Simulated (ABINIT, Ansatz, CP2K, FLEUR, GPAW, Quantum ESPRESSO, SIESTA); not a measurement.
## One structure in several programs: ZnS (P6_3mc, 8 atoms in the cell)

Self-consistent single point, at a second geometry (lattice scaled by 0.98). First geometry:

```
CELL_PARAMETERS angstrom
      3.80819     0.00000     0.00000
     -1.90409     3.29799     0.00000
      0.00000     0.00000    12.45011
ATOMIC_POSITIONS crystal
  Zn 0.66667 0.33333 0.74993
  Zn 0.33333 0.66667 0.24993
  Zn 0.00000 0.00000 0.50000
  Zn 0.00000 0.00000 0.00000
  S  0.66667 0.33333 0.93773
  S  0.33333 0.66667 0.43773
  S  0.00000 0.00000 0.68734
  S  0.00000 0.00000 0.18734
```

Shared settings, as Ansatz (a quantum-chemistry and plane-wave program) writes them: kpoints.mp_grid.grid = 7 7 2; scf.occupations.method = fixed. Potentials and cutoffs stand in the table.

| code | model | ΔF from the first geometry (meV/atom) | pressure (GPa) | largest force (eV/Å) | gap on the mesh (eV) | cutoff |
|---|---|---|---|---|---|---|
| Ansatz | PBE, PAW files | 35.6 | 7.77 | 0.021 | 2.457 | default |
| Quantum ESPRESSO | PBE, PSlibrary PAW (PBE) pseudopotentials | 35.2 | 6.93 | 0.021 | 2.448 | 50 Ry |
| FLEUR | PBE, all-electron FLAPW (FLEUR), scalar-relativistic valence | 37.8 | – | 0.023 | 2.463 | Kmax 4 1/bohr |
| GPAW | PBE, GPAW PAW datasets PBE (gpaw-data 1.0.1) | 36.4 | 7.96 | 0.021 | 2.455 | 850 eV |
| SIESTA | GGA PBE, numerical atomic orbitals DZP, PseudoDojo PBE standard norm-conserving potentials (rewritten from UPF to PSML) | 45.9 | 9.39 | 0.014 | 3.176 | grid 350 Ry |
| CP2K | PBE, GPW, DZVP-MOLOPT-SR-GTH basis, GTH-PBE potentials (GTH_POTENTIALS) | 39.0 | 8.38 | 0.024 | 2.449 | grid 600 Ry |
| ABINIT | PBE, PAW (JTH v2.0 PBE PAW) | 34.9 | 7.72 | 0.021 | 2.450 | 816 eV |

For Quantum ESPRESSO (by 0.8 GPa) the energy change implies a higher mean pressure, against the two pressures, than for the other programs: a sign of finite-basis (Pulay) stress.

Size of the force on each atom (eV/Å): Sizes of forces hide their directions.

| code | Zn1 | Zn2 | Zn3 | Zn4 | S5 | S6 | S7 | S8 |
|---|---|---|---|---|---|---|---|---|
| Ansatz | 0.017 | 0.017 | 0.019 | 0.019 | 0.021 | 0.021 | 0.015 | 0.015 |
| Quantum ESPRESSO | 0.017 | 0.017 | 0.019 | 0.019 | 0.021 | 0.021 | 0.015 | 0.015 |
| FLEUR | 0.019 | 0.019 | 0.019 | 0.019 | 0.023 | 0.023 | 0.015 | 0.015 |
| GPAW | 0.018 | 0.018 | 0.018 | 0.018 | 0.021 | 0.021 | 0.015 | 0.015 |
| SIESTA | 0.009 | 0.009 | 0.010 | 0.010 | 0.014 | 0.014 | 0.014 | 0.014 |
| CP2K | 0.015 | 0.015 | 0.024 | 0.024 | 0.024 | 0.024 | 0.019 | 0.019 |
| ABINIT | 0.015 | 0.015 | 0.018 | 0.018 | 0.021 | 0.021 | 0.012 | 0.012 |

A dash marks a value that a program does not give, or that is left out as unsure.

Gaps are read on the mesh.

The spread over the programs that give each value: ΔF from the first geometry within 11.0 meV/atom; pressure within 2.46 GPa; largest force within 0.010 eV/Å; gap on the mesh within 0.728 eV.

SIESTA and CP2K use small atom-centred bases, whose incompleteness enters pressures, forces and empty levels differently from a plane-wave cutoff. FLEUR treats all electrons, but the usual bases taken here (sphere radii, linearisation, local orbitals, empty states) were not tested for convergence, so the values are no reference for the others. Ansatz's pressure is given at a fixed set of plane waves, as the other plane-wave codes print theirs; with its correction for the finite basis it is 7.85 GPa. In the pressure, SIESTA (by 1.64) lies more than 1 GPa from the median of the plane-wave programs. In the gap, SIESTA (by 0.723) lies more than 0.12 eV from the median of the plane-wave programs.

The starting cell comes from a database of computed structures (which also holds hypothetical and non-ambient phases and stackings), without a prior relaxation at this level. Its lattice was rescaled by a random factor within 2.5 % of one. For this run, on top of that: lattice scaled by 0.98.

Keys are those of Ansatz 0.2.
